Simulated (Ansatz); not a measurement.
For ZrGeS (P4/nmm, No. 129, 6 atoms in the cell; start mp-4997), PBEsol (PAW; Ansatz, an electronic-structure program) gives:

```
Quantity                               Value
------------------------------  ------------
equilibrium lattice constant a       3.602 Å
lattice parameter c                  7.987 Å
bulk modulus B0                      132 GPa
cohesive energy                 6.05 eV/atom
```

**Question.** What does r²SCAN (Ansatz, plane waves, PAW) give for the same quantities?

**Answer.** 
- lattice constant a: 3.639 Å (rises by 1.0 %)
- lattice parameter c: 8.069 Å (rises by 1.0 %)
- bulk modulus: 127 GPa (drops by 3.8 %)
- cohesive energy: 5.48 eV/atom (decreases by 0.57 eV/atom)

Changes are worked out from the printed values.

Unless a cell is named, each level is at its own relaxed cell (PBEsol 17.27, r²SCAN 17.81 Å³/atom).

Caveats: the bulk modulus is −V dP/dV from two relaxed cells at ±2 % in volume (PBEsol, r²SCAN); the relaxation could not lower the start's symmetry, so the cell can be a saddle point above a distorted one (PBEsol, r²SCAN). Ansatz's density-functional and Hartree–Fock values are scalar-relativistic unless marked +SOC, with PAW data made under PBE.

A start named mp-… is a Materials Project structure, which need not be a measured phase.
